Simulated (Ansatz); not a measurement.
The parent structure is Rb in the bcc (W type) structure (space group Im-3m, No. 229; a = 5.571 Å; relaxed with 0.1 eV smearing). Axes: x, y, z lie along the cube axes.

Computed with PBEsol (Ansatz, a first-principles code; PAW; 420 eV plane waves; scalar-relativistic without spin-orbit coupling).

The change: the cell is compressed by 1.50 % along z with no lateral relaxation, atoms relaxed at fixed cell.

What does the calculation give for the stress after the change?

The stress (xx, yy, zz, yz, xz, xy; compression positive) is (0.0, 0.0, 0.1, 0.0, 0.0, 0.0) GPa.

What happens to the energy relative to the base?

The energy hardly moves.

The cells carry an imposed strain or load. No phonon test of stability was made. The final runs are not spin-polarised.
